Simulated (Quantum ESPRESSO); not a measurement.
# How a calculation on SrMg14Ga (P-6m2, 16 atoms in the cell) responds to its settings

```
CELL_PARAMETERS angstrom
      6.35458     0.00000     0.00000
     -3.17729     5.50323     0.00000
      0.00000     0.00000    10.31053
ATOMIC_POSITIONS crystal
  Sr 0.00000 0.00000 0.00000
  Mg 0.01306 0.50653 0.00000
  Mg 0.49347 0.98694 0.00000
  Mg 0.49347 0.50653 0.00000
  Mg 0.99458 0.49729 0.50000
  Mg 0.50271 0.00542 0.50000
  Mg 0.50271 0.49729 0.50000
  Mg 0.16819 0.83181 0.26530
  Mg 0.66362 0.83181 0.73470
  Mg 0.16819 0.33638 0.26530
  Mg 0.16819 0.83181 0.73470
  Mg 0.66362 0.83181 0.26530
  Mg 0.16819 0.33638 0.73470
  Mg 0.66667 0.33333 0.24317
  Mg 0.66667 0.33333 0.75683
  Ga 0.00000 0.00000 0.50000
```

Base run A: PBEsol, GBRV 1.5 ultrasoft (PBESOL) pseudopotentials run with Quantum ESPRESSO, self-consistent single point.

Its settings: ecutwfc = 50 Ry; ecutrho = 250 Ry; occupations = smearing; smearing = gaussian; degauss = 0.0036749 Ry; K_POINTS = automatic 5 5 2 0 0 0; conv_thr = 1e-10 Ry; mixing_beta = 0.7.

The starting cell comes from a database of computed structures (which also holds hypothetical and non-ambient phases and stackings), without a prior relaxation at this level. Its lattice was rescaled by a random factor within 2.5 % of one.

Absolute energies have different zeros for different potentials, functionals, Hubbard and dispersion terms and are not compared across them.

Run A gave: pressure (GPa) 1.64; largest force (eV/Å) 0.102.

Runs:
- B: pseudopotentials: {Sr: sr_pbesol_v1.uspp.F.UPF, Mg: mg_pbesol_v1.4.uspp.F.UPF, Ga: ga_pbesol_v1.4.uspp.F.UPF} → {Sr: sr_lda_v1.uspp.F.UPF, Mg: mg_lda_v1.4.uspp.F.UPF, Ga: ga_lda_v1.4.uspp.F.UPF} [LDA (PZ)]
- C: pseudopotentials: {Sr: sr_pbesol_v1.uspp.F.UPF, Mg: mg_pbesol_v1.4.uspp.F.UPF, Ga: ga_pbesol_v1.4.uspp.F.UPF} → {Sr: sr_pbe_v1.uspp.F.UPF, Mg: mg_pbe_v1.4.uspp.F.UPF, Ga: ga_pbe_v1.4.uspp.F.UPF}; input_dft: default → blyp [BLYP]
- D: pseudopotentials: {Sr: sr_pbesol_v1.uspp.F.UPF, Mg: mg_pbesol_v1.4.uspp.F.UPF, Ga: ga_pbesol_v1.4.uspp.F.UPF} → {Sr: sr_pbe_v1.uspp.F.UPF, Mg: mg_pbe_v1.4.uspp.F.UPF, Ga: ga_pbe_v1.4.uspp.F.UPF}; input_dft: default → wc [Wu-Cohen GGA]

Q: What does run D change against A?

A: The pressure goes from 1.64 to 1.82 GPa and the largest force moves little (0.102 to 0.104 eV/Å).

Q: What does run C change against A?

A: The pressure goes from 1.64 to 3.64 GPa and the largest force goes from 0.102 to 0.120 eV/Å.

| run | pressure (GPa) | largest force (eV/Å) |
|---|---|---|
| A | 1.64 | 0.102 |
| B | 0.08 | 0.100 |
| C | 3.64 | 0.120 |
| D | 1.82 | 0.104 |

Left out of this page: 3 runs of the series held back from this collection.
